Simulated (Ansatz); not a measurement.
Defect migration in monoclinic ZrO2: N-vacancy pair (N on one host O site, one O site vacant), charge state +1. The step: the N atom itself jumps into the vacancy (N-vacancy distance between ideal sites 2.60 Å throughout); the atom moves 2.25 Å along (-0.14, -0.31, 0.24) of the unit cell; the moving atom starts with neighbours Zr at 2.03, 2 Zr at 2.07 Å and ends with Zr at 2.03, 2 Zr at 2.07 Å. DFT values are from Ansatz (plane-wave PAW, 420 eV unless said) in a cell of 96 host sites, spin-restricted, static, with no finite-size correction. The charge state is imposed; whether it is stable for some Fermi level was not computed. Forms of the defect that were not tried may lie lower. The start lies 0.57 eV above the lowest site run (PBE). For the PBE band: the saddle point's order was not checked, and it lies on a symmetry element of the cell, where a band can be held.

| Level | Forward barrier (eV) | Cost of the band or of the saddle's single point |
|---|---|---|
| CHGNet universal potential (has no charge state), its own band | 1.50 | - |
| PBE, the Γ point alone, band relaxed | 1.42 | very roughly 30 core-minutes |
| PBE, a 2×2×2 k-point mesh shifted by half a step, same geometries | 1.43 | about 9 core-minutes (a rough figure) |
| r2SCAN at 500 eV, the Γ point alone, same geometries | [?] | very roughly 2.5 core-minutes |

Problem. Complete the blanks.

Solution. 
- r2SCAN at 500 eV, the Γ point alone, same geometries, Forward barrier (eV): 1.44

Ansatz is a quantum-chemistry and plane-wave program.
